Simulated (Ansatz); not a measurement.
The parent structure is HfO2 in the fluorite structure (space group Fm-3m, No. 225).

```cif
data_Hf4O8
_chemical_formula_sum 'Hf4 O8'
_space_group_name_H-M_alt 'Fm-3m'
_space_group_IT_number 225
_space_group_name_Hall '-F 4 2 3'
_cell_length_a 5.05847
_cell_length_b 5.05847
_cell_length_c 5.05847
_cell_angle_alpha 90.000
_cell_angle_beta 90.000
_cell_angle_gamma 90.000
loop_
_atom_site_label
_atom_site_type_symbol
_atom_site_symmetry_multiplicity
_atom_site_Wyckoff_symbol
_atom_site_fract_x
_atom_site_fract_y
_atom_site_fract_z
_atom_site_occupancy
Hf1 Hf 4 a 0.00000 0.00000 0.00000 1
O1 O 8 c 0.25000 0.25000 0.25000 1
```
(The calculation used a cell of 3 atoms; values per cell refer to that cell.)

Method: r2SCAN (Ansatz, a first-principles code), scalar-relativistic without spin-orbit coupling.

Base values:

- Width of the top valence band: 1.90 eV
- Smallest direct gap: 4.30 eV

Perturbation: a hydrostatic pressure of 100 GPa.

Estimate the effect on the width of the top valence band and smallest direct gap.

The width of the top valence band grows by 0.23 eV (1.90 eV → 2.13 eV); the smallest direct gap goes up by 0.57 eV, from 4.30 eV to 4.87 eV.

With Hf present, leaving out spin-orbit coupling can change the band edges. Load acts through the strain it causes; cell and atoms are relaxed under it. No phonon test of stability was made. No other phases were tried under pressure. This is not the structure that HfO2 has at room temperature and ambient pressure.
